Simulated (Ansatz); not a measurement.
**Worked example: self-consistent single point of KRb2LuCl6 (Fm-3m, 10 atoms in the cell) in Ansatz (a first-principles code)**

Level of theory: PBEsol, default PAW files made with PBE (plane waves; Ansatz).

Input:

Ansatz 0.2 input:
```yaml
# KRb2LuCl6
crystal:
  lattice:
    - [0.00000000, 5.57464500, 5.57464500]
    - [5.57464500, 0.00000000, 5.57464500]
    - [5.57464500, 5.57464500, 0.00000000]
  atoms:
    - { symbol: K, position: [0.50000000, 0.50000000, 0.50000000] }
    - { symbol: Rb, position: [0.75000000, 0.75000000, 0.75000000] }
    - { symbol: Rb, position: [0.25000000, 0.25000000, 0.25000000] }
    - { symbol: Lu, position: [0.00000000, 0.00000000, 0.00000000] }
    - { symbol: Cl, position: [0.76872000, 0.23128000, 0.23128000] }
    - { symbol: Cl, position: [0.23128000, 0.76872000, 0.76872000] }
    - { symbol: Cl, position: [0.23128000, 0.76872000, 0.23128000] }
    - { symbol: Cl, position: [0.76872000, 0.23128000, 0.76872000] }
    - { symbol: Cl, position: [0.23128000, 0.23128000, 0.76872000] }
    - { symbol: Cl, position: [0.76872000, 0.76872000, 0.23128000] }
basis:
  ecutwfc: 30.9 Ry
kpoints:
  mp_grid: { grid: [3, 3, 3] }
hamiltonian:
  xc: pbesol
  pseudopotentials: { kind: paw }
scf:
  occupations: { method: gaussian, width: 0.0007 Ry }
output:
  forces: true
  eigenvalues: true
  stress: true
```

Output (repeated stretches shortened):

```
WARN ansatz: RAYON_NUM_THREADS=1 ignored (pool sized by the plan → 1); use --threads N
Pseudopotentials: kind: paw
Pseudopotential: K, paw, valence charge 9
Pseudopotential: Rb, paw, valence charge 9
Pseudopotential: Lu, paw, valence charge 25
Pseudopotential: Cl, paw, valence charge 7
Crystal: 10 atoms, lattice volume = 346.483 Å³
Basis set: ecut = 420.4159175005146 eV, 6855 PW (Γ), exchange–correlation on 108×108×108 points (8 copies of the dense FFT grid, shifted against one another)
Bands: 57, of which v1, the nominal top of the filled ones, is band 47 counted from 1 (46 counted from 0)
Symmetry: 48 space group operations
Space group: Fm-3m (ITA 225), of the structure as read, at distance tolerance 7.0e-5 Å
k-points: 4 of 27
PAW frozen core: K, regenerated for the run's functional, and the local potential with it
PAW frozen core: Rb, regenerated for the run's functional, and the local potential with it
PAW frozen core: Lu, regenerated for the run's functional, and the local potential with it
PAW frozen core: Cl, regenerated for the run's functional, and the local potential with it
Initial density: superposition of atomic densities (neutral atoms: chi_scale 0, normalization atom), corrected by the library's trained network
Initial wavefunctions: pseudopotential atomic-orbital guess
Eigensolver: davidson
Functional: x = pbesol(κ = 0.804, μ = 0.12345679012345678), c = pbesol(β = 0.046)
SCF iter   1: F=—  HF=-28947.093057 eV  |F-HF|=—  |Δ(HF+E_count)|=         —  Δρ=3.00e-3  dr2=5.12e-2  ethr=1.77e-3  ⟨swp⟩=8.5  Hψ=977  notcnv=0
all-band conjugate gradients solve this SCF's bands
preconditioner: auto → Resta (q_TF=auto, 2.195 Å⁻¹)
SCF iter   2: F=—  HF=-28947.081909 eV  |F-HF|=—  |Δ(HF+E_count)|=   1.11e-2  Δρ=1.08e-3  dr2=4.91e-3  ethr=5.44e-5  ⟨swp⟩=3.0  Hψ=386  notcnv=0  defer=22
SCF iter   3: F=—  HF=-28947.081263 eV  |F-HF|=—  |Δ(HF+E_count)|=   6.46e-4  Δρ=3.45e-4  dr2=2.97e-4  ethr=5.22e-6  ⟨swp⟩=2.8  Hψ=393  notcnv=0  defer=22
SCF iter   4: F=—  HF=-28947.081379 eV  |F-HF|=—  |Δ(HF+E_count)|=   1.16e-4  Δρ=2.29e-4  dr2=1.56e-4  ethr=3.16e-7  ⟨swp⟩=2.0  Hψ=409  notcnv=0  defer=22
SCF iter   5: F=—  HF=-28947.081275 eV  |F-HF|=—  |Δ(HF+E_count)|=   1.04e-4  Δρ=4.57e-5  dr2=9.88e-6  ethr=1.65e-7  ⟨swp⟩=2.0  Hψ=384  notcnv=0  defer=22
SCF iter   6: F=—  HF=-28947.081179 eV  |F-HF|=—  |Δ(HF+E_count)|=   9.67e-5  Δρ=1.54e-5  dr2=1.01e-6  ethr=1.05e-8  ⟨swp⟩=2.0  Hψ=394  notcnv=0  defer=22
SCF iter   7: F=-28947.081179 eV  HF=-28947.081179 eV  |F-HF|=1.19e-8  |Δ(HF+E_count)|=   8.02e-7  Δρ=3.18e-6  dr2=5.12e-8  ethr=1.06e-10  ⟨swp⟩=10.8  Hψ=1309  notcnv=0
SCF 1 converged in 7 iterations: F = -28947.081179 eV  dr2 = 5.12e-8
SCF converged after 7 iterations
Free energy (F): -28947.081179 eV
Harris-Foulkes:  -28947.081179 eV  (|F-HF|=1.19e-8)
Internal energy: -28947.081179 eV  (E = F + TS)
E sigma→0 (E₀):  -28947.081179 eV
Fermi energy:    3.490155 eV
--- Per-component energies (eV) ---
  E_band       = -688.551189
  E_kinetic    = 2021.349839
  E_local      = -13751.411467  (includes V_loc(G=0)·N_el)
  E_nonlocal   = 1118.051915
  E_hartree    = 5542.181444
  E_xc         = -1244.428036
  E_vxc        = -1421.829209  (∫ρ·V_xc dr)
  E_paw        = -17006.281177  (= ΣΔE_a)
  E_vpaw       = 260.914671  (= ΣTr[D̂ρ^β])
  E_aug_tail   = 0.000583  (compensation charges beyond the density's cutoff)
  E_ewald      = -5628.562266
  E_core_change = 2.017987  (= ΣΔE_core)
  E_smearing   = -0.000000  (= −TS)
  E_closure    = -0.000000  (closes the sum)
  Σ components = -28947.081179   (vs F -28947.081179, Δ=0.00e0)
--- Forces (eV/Å), atoms counted from 1 ---
  atom   1  K      0.00000000    -0.00000000     0.00000000
  atom   2  Rb    -0.00000000     0.00000000     0.00000000
  atom   3  Rb    -0.00000000     0.00000000     0.00000000
  atom   4  Lu    -0.00000000     0.00000000     0.00000000
  atom   5  Cl    -0.08023912    -0.00000000     0.00000000
  atom   6  Cl     0.08023912     0.00000000     0.00000000
  atom   7  Cl    -0.00000000    -0.08023912    -0.00000000
  atom   8  Cl    -0.00000000     0.08023912     0.00000000
  atom   9  Cl     0.00000000    -0.00000000    -0.08023912
  atom  10  Cl     0.00000000     0.00000000     0.08023912
  max |Σ_I F_I| component: 5.55e-17 eV/Å
--- Stress (GPa, compression-positive) ---
       -1.022459      -0.000000       0.000000
       -0.000000      -1.022459      -0.000000
       -0.000000       0.000000      -1.022459
  P = ⅓ Tr σ = -1.0225 GPa (-10.225 kbar)
  The stress holds the Pulay correction. Without it, at fixed plane waves, as pw.x and ABINIT print it: P = -1.0288 GPa
--- Band table (eV) ---
  k-point 0: bands = ["-52.5471", "-25.9208", "-23.6691", "-23.6683", "-23.2960", "-23.2960", "-23.2960", "-11.6724", "-11.3437", "-11.3437", "-11.3437", "-11.3163", "-11.3163", "-9.4550", "-9.4550", "-9.4550", "-7.7402", "-7.7402", "-7.7402", [...]
  k-point 1: bands = ["-52.5471", "-25.9208", "-23.6689", "-23.6685", "-23.2960", "-23.2960", "-23.2960", "-11.6866", "-11.3943", "-11.3943", "-11.3239", "-11.2641", "-11.2641", "-9.4754", "-9.4585", "-9.4585", "-7.7333", "-7.7333", "-7.7250", [...]
  k-point 2: bands = ["-52.5471", "-25.9208", "-23.6689", "-23.6685", "-23.2960", "-23.2960", "-23.2960", "-11.6552", "-11.3907", "-11.3484", "-11.3484", "-11.3146", "-11.2884", "-9.4635", "-9.4543", "-9.4543", "-7.7310", "-7.7310", "-7.7234", [...]
  k-point 3: bands = ["-52.5471", "-25.9208", "-23.6687", "-23.6687", "-23.2960", "-23.2960", "-23.2960", "-11.6614", "-11.3954", "-11.3662", "-11.3492", "-11.3062", "-11.2645", "-9.4693", "-9.4582", "-9.4537", "-7.7269", "-7.7258", "-7.7235", [...]
```

The run converged in 7 iterations.

The starting cell comes from a database of computed structures (which also holds hypothetical and non-ambient phases and stackings), without a prior relaxation at this level. Spin-orbit coupling is off. Ansatz's pressure includes its estimate of the finite-basis (Pulay) stress.
